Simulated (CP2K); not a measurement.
# Sensitivity of a calculation on YCuO (R3m, 3 atoms in the cell) to its settings

```
YCuO
1.0
    5.53790     0.00000     0.00000
    4.31283     3.47388     0.00000
    4.31283     1.52093     3.12324
Y Cu O
1 1 1
Direct
  0.49593   0.49593   0.49593
  0.01636   0.01636   0.01636
  0.88123   0.88123   0.88123
```

Base run A: LDA (Pade form), GPW, DZVP-MOLOPT-SR-GTH basis, GTH-PADE potentials (GTH_POTENTIALS) in CP2K 2026.2, self-consistent single point.

Its settings: CUTOFF = 600 Ry; REL_CUTOFF = 50 Ry; SMEAR/METHOD = FERMI_DIRAC; ELECTRONIC_TEMPERATURE = 580.23 K; KPOINTS/SCHEME = MONKHORST-PACK 7 7 7; XC_FUNCTIONAL = PADE; Y/BASIS_SET = DZVP-MOLOPT-SR-GTH-q11; Y/POTENTIAL = GTH-PADE-q11; Cu/BASIS_SET = DZVP-MOLOPT-SR-GTH-q11; Cu/POTENTIAL = GTH-PADE-q11; O/BASIS_SET = DZVP-MOLOPT-SR-GTH-q6; O/POTENTIAL = GTH-PADE-q6; METHOD = GPW; EPS_DEFAULT = 1e-10; NGRIDS = 5; SCF_GUESS = ATOMIC; EPS_SCF = 1e-06; MAX_SCF = 100; ADDED_MOS = 6; MIXING/METHOD = BROYDEN_MIXING.

The starting cell comes from a database of computed structures (which also holds hypothetical and non-ambient phases and stackings), without a prior relaxation at this level. Its lattice was rescaled by a random factor within 2.5 % of one. Values carry the incompleteness of an atom-centred basis. In the base run, with a pressure of about -11 GPa the cell is away from its equilibrium volume at this level. Another mesh or the band path of this cell gives a smaller gap, so this value is not converged in the mesh.

ΔF is the free energy per atom less that of run A. 

Run A gave: pressure (GPa) -11.14; largest force (eV/Å) 0.506; gap on the mesh (eV) 0.883; k-points 172.

Runs:
- B: KPOINTS/SCHEME: MONKHORST-PACK 7 7 7 → MONKHORST-PACK 6 6 6; GAMMA_CENTERED: default → T
- C: EPS_SCF: 1e-06 → 1e-12
- D: ADDED_MOS: 6 → 1
- E: SMEAR/METHOD: FERMI_DIRAC → default; ELECTRONIC_TEMPERATURE: 580.23 K → default
- F: lattice scaled by 0.985
- G: EPS_SCF: 1e-06 → 0.001
- H: KPOINTS/SYMMETRY: default → T; SYMMETRY_BACKEND: default → K290

Question: What does run B change against A?

Answer: The free energy stays essentially unchanged (within 1 meV/atom), the pressure hardly changes (-11.14 to -11.15 GPa), the largest force moves little (0.506 to 0.507 eV/Å) and the gap on the mesh goes from 0.883 to 0.773 eV.

Question: What does run F change against A?

Answer: The free energy drops by 54.3 meV/atom, the pressure goes from -11.14 to -8.33 GPa, the largest force goes from 0.506 to 0.381 eV/Å and the gap on the mesh goes from 0.883 to 0.852 eV.

| run | ΔF (meV/atom) | pressure (GPa) | largest force (eV/Å) | gap on the mesh (eV) | k-points |
|---|---|---|---|---|---|
| A | 0.00 | -11.14 | 0.506 | 0.883 | 172 |
| B | 0.05 | -11.15 | 0.507 | 0.773 | 112 |
| C | 0.00 | -11.14 | 0.506 | 0.883 | 172 |
| D | 0.00 | -11.14 | 0.506 | 0.883 | 172 |
| E | 0.00 | -11.14 | 0.506 | 0.883 | 172 |
| F | -54.3 | -8.33 | 0.381 | 0.852 | 172 |
| G | 0.00 | -11.13 | 0.508 | 0.884 | 172 |
| H | 0.00 | -11.14 | 0.506 | 0.883 | 100 |
